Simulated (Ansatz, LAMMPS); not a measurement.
Si well of 13 atomic layers along [001] in random Si0.8Ge0.2, interfaces graded over 4 layers. Cell 16.58 × 16.58 × 54.96 Å, Si622Ge98, 720 atoms. Prepared with LAMMPS with Tersoff's 1989 multicomponent potential (SiCGe.tersoff): minimisation. 

Basis: localised support functions (accuracy medium) on a full density matrix. k-points: zone centre alone; occupations: Fermi-Dirac, 0.010 eV; spin polarisation not allowed. Spin-orbit coupling is left out.

Question: What gap and bonding does Ansatz (an electronic-structure program) with PBE, support functions at accuracy medium on the grid of 370 eV give?

Answer: 
* **Kohn-Sham gap of the cell on its k-mesh**: 0.48 eV
* **weight of the highest filled level on the well**: 0.29
* **weight of the lowest empty level on the well**: 0.89
* **coordination (neighbours within 2.851 Å)**: 100.0 % 4-fold
* **Ge-Ge bonds, mean ± spread**: 2.464 ± 0.006 Å
* **Ge-Si bonds, mean ± spread**: 2.419 ± 0.006 Å
* **Si-Si bonds, mean ± spread**: 2.378 ± 0.005 Å
* **bond angles, mean ± spread**: 109.5° ± 0.9°
* **pressure**: -0.65 GPa
